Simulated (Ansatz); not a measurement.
The reference is ZnS in the wurtzite structure (space group P6_3mc, No. 186).

```xyz
4
Lattice="3.8061 0.0000 0.0000 -1.9031 3.2962 0.0000 0.0000 0.0000 6.2447" Properties=species:S:1:pos:R:3 pbc="T T T"
Zn     1.9031     1.0987     6.2432
Zn     0.0000     2.1975     3.1208
S      1.9031     1.0987     3.9058
S      0.0000     2.1975     0.7834
```

Cartesian axes are those of the cell as printed.

All numbers come from r2SCAN (Ansatz, an electronic-structure program), spin-orbit coupling left out.

Before the change:

```
Quantity                              Value
---------------------  --------------------
Valence-band top at Γ  0.00, 0.00, -0.08 eV
```

Now apply this change: uniaxial stress, 5 GPa tension along x; all other stress components relax to zero.

Task: How does this affect the strain response?

Result: The strain response (xx, yy, zz) comes out as (+5.86, −2.42, −1.10) %.

Task: What does the calculation give for the valence-band top at Γ after the change?

Result: The valence-band top at Γ (three highest levels, from the VBM) changes from 0.00, 0.00, -0.08 eV to 0.00, -0.09, -0.27 eV.

The levels and masses belong to the bands next to the band gap. Beyond what the load breaks, stability against distortions was not tested.
